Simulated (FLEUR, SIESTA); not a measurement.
A FLEUR input for a self-consistent single point of Mg2Zn (P6_3/mmc, 6 atoms in the cell) (DFT, PBEsol, all-electron FLAPW (FLEUR), scalar-relativistic valence):

Input of the input generator:

```
scf Mg2Zn
&input film=f /
5.8358525978 -0.0000000881 0.0000000000
-2.9179262226 5.0539966465 0.0000000000
0.0000000000 0.0000000000 27.4512010357
1.0
1.0 1.0 1.0

6
12 0.3333333333 0.6666666667 0.4081800000
12 0.6666666667 0.3333333333 0.5918200000
12 0.6666666667 0.3333333333 0.9081800000
12 0.3333333333 0.6666666667 0.0918200000
30 0.6666666667 0.3333333333 0.2500000000
30 0.3333333333 0.6666666667 0.7500000000

&comp jspins=1 /
&exco xctyp='PBEs' /
&kpt div1=10 div2=10 div3=2 gamma=t /
&end /
```

```xml
<?xml version="1.0" encoding="UTF-8" standalone="no"?>
<fleurInput fleurInputVersion="0.39">
   <comment>
      scf Mg2Zn                                                                                           
   </comment>
   <calculationSetup>
      <cutoffs Kmax="4.0" Gmax="16.0" GmaxXC="16.0" numbands="0"/>
      <scfLoop itmax="60" minDistance="0.00001" maxIterBroyd="15" imix="Anderson" alpha="0.05" precondParam="0.0" spinf="2.0"/>
      <coreElectrons ctail="T" frcor="F" kcrel="0" coretail_lmax="0"/>
      <xcFunctional name="PBEs" relativisticCorrections="F"/>
      <magnetism jspins="1"/>
      <soc l_soc="F" theta="0.0" phi="0.0" spav="F"/>
      <expertModes spex="0" secvar="F"/>
      <geometryOptimization l_f="T" forcealpha="1.0" forcemix="BFGS" epsdisp="0.00001" epsforce="0.00001"/>
      <ldaU l_linMix="F" mixParam="0.05" spinf="1.0"/>
   </calculationSetup>
   <cell>
      <bzIntegration valenceElectrons="64.0" mode="gauss" fermiSmearingEnergy="0.00499791">
         <kPointListSelection listName="default-1"/>
         <!-- k-points included here -->
         <xi:include xmlns:xi="http://www.w3.org/2001/XInclude" href="kpts.xml"> </xi:include>
      </bzIntegration>
      <!-- symmetry operations included here -->
      <xi:include xmlns:xi="http://www.w3.org/2001/XInclude" href="sym.xml"> </xi:include>
      <bulkLattice scale="1.0">
         <bravaisMatrix>
            <row-1>    5.8358525977999998    -0.0000000881000000     0.0000000000000000</row-1>
            <row-2>   -2.9179262225999998     5.0539966464999999     0.0000000000000000</row-2>
            <row-3>    0.0000000000000000     0.0000000000000000    27.4512010356999987</row-3>
         </bravaisMatrix>
      </bulkLattice>
   </cell>
   <atomSpecies>
      <species name="Magnesium (Mg)" element="Mg" atomicNumber="12">
         <mtSphere radius="1.99" gridPoints="701" logIncrement="0.016"/>
         <atomicCutoffs lmax="8" lnonsphr="6"/>
         <electronConfig flipSpins="F">
            <coreConfig>(1s1/2)</coreConfig>
            <valenceConfig>(2s1/2) (2p1/2) (2p3/2) (3s1/2)</valenceConfig>
         </electronConfig>
         <energyParameters s="3" p="3" d="3" f="4"/>
         <lo type="SCLO" l="0" n="2" eDeriv="0"/>
         <lo type="SCLO" l="1" n="2" eDeriv="0"/>
      </species>
      <species name="Zinc (Zn)" element="Zn" atomicNumber="30">
         <mtSphere radius="2.63" gridPoints="925" logIncrement="0.014"/>
         <atomicCutoffs lmax="10" lnonsphr="8"/>
         <electronConfig flipSpins="F">
            <coreConfig>(1s1/2) (2s1/2) (2p1/2) (2p3/2) (3s1/2) (3p1/2) (3p3/2)</coreConfig>
            <valenceConfig>(4s1/2) (3d3/2) (3d5/2)</valenceConfig>
         </electronConfig>
         <energyParameters s="4" p="4" d="3" f="4"/>
         <lo type="HELO" l="2" n="4" eDeriv="0"/>
      </species>
   </atomSpecies>
   <atomGroups>
      <atomGroup species="Magnesium (Mg)">
         <relPos label="                   1">1.000/3.000 -1.000/3.000 .4081800000</relPos>
         <relPos label="                   2">-1.000/3.000 1.000/3.000 -.4081800000</relPos>
         <relPos label="                   3">-1.000/3.000 1.000/3.000 -.0918200000</relPos>
         <relPos label="                   4">1.000/3.000 -1.000/3.000 .0918200000</relPos>
         <force calculate="T" relaxXYZ="TTT"/>
      </atomGroup>
      <atomGroup species="Zinc (Zn)">
         <relPos label="                   5">-1.000/3.000 1.000/3.000 1.000/4.000</relPos>
         <relPos label="                   6">1.000/3.000 -1.000/3.000 -1.000/4.000</relPos>
         <force calculate="T" relaxXYZ="TTT"/>
      </atomGroup>
   </atomGroups>
   <output dos="F" band="F" slice="F">
      <checks vchk="F" cdinf="F"/>
      <bandDOS minEnergy="-.5*Htr" maxEnergy="0.5*Htr" sigma="0.015" storeEVData="T"/>
      <vacuumDOS vacdos="F" integ="F" star="F" nstars="0" locx1="0.0" locy1="0.0" locx2="0.0" locy2="0.0" nstm="0" tworkf="0.0"/>
      <unfoldingBand unfoldBand="F" supercellX="1" supercellY="1" supercellZ="1"/>
      <plotting iplot="0" polar="F">
         <plot TwoD="T" vec1="  1.0  0.0  0.0" vec2="  0.0  1.0  0.0" vec3="  0.0  0.0  1.0" zero="  0.0  0.0  0.0" file="plot"/>
      </plotting>
      <chargeDensitySlicing numkpt="0" minEigenval="0.0" maxEigenval="0.0" nnne="0" pallst="F"/>
      <specialOutput eonly="F"/>
      <magneticCircularDichroism mcd="F" energyLo="-10.0" energyUp="0.0"/>
   </output>
  <!-- We include the file relax.xml here to enable relaxations (see documentation) -->
  <xi:include xmlns:xi="http://www.w3.org/2001/XInclude" href="relax.xml"> <xi:fallback/> </xi:include>
</fleurInput>
```

Translate this input to SIESTA.

This is the input that was run; spellings and numerical settings could be chosen otherwise.

```
# files in the folder: Mg.psml Zn.psml (PseudoDojo PBEsol standard)
SystemName  Mg2Zn
SystemLabel mg2zn

NumberOfAtoms                6
NumberOfSpecies              2
%block ChemicalSpeciesLabel
  1 12 Mg
  2 30 Zn
%endblock ChemicalSpeciesLabel
LatticeConstant              1.0 Ang
%block LatticeVectors
     3.088200000    0.000000000    0.000000000
    -1.544100000    2.674460000    0.000000000
     0.000000000    0.000000000   14.526550000
%endblock LatticeVectors
AtomicCoordinatesFormat      ScaledCartesian
%block AtomicCoordinatesAndAtomicSpecies
    -0.000001544    1.782974225    5.929447179  1
     1.544101544    0.891485775    8.597102821  1
     1.544101544    0.891485775   13.192722179  1
    -0.000001544    1.782974225    1.333827821  1
     1.544101544    0.891485775    3.631637500  2
    -0.000001544    1.782974225   10.894912500  2
%endblock AtomicCoordinatesAndAtomicSpecies

XC.functional                GGA
XC.authors                   PBEsol
PAO.BasisSize                DZP
PAO.EnergyShift              0.005 Ry
MeshCutoff                   300 Ry
%block kgrid.MonkhorstPack
   10   0   0  0.0
    0  10   0  0.0
    0   0   2  0.0
%endblock kgrid.MonkhorstPack
OccupationFunction           MP
OccupationMPOrder            0
ElectronicTemperature        0.136 eV

MaxSCFIterations             150
SCF.Mixer.Method             Broyden
SCF.Mixer.Weight             0.1
SCF.Mixer.History            6
SCF.DM.Tolerance             1.0E-04
Diag.ParallelOverK           true
WriteForces                  true
```

Basis, cutoffs, solver keys and any potentials are the target program's own. This input uses DFT, GGA PBEsol, numerical atomic orbitals DZP, PseudoDojo PBEsol standard norm-conserving potentials (rewritten from UPF to PSML).

The starting cell comes from a database of computed structures (which also holds hypothetical and non-ambient phases and stackings), without a prior relaxation at this level.
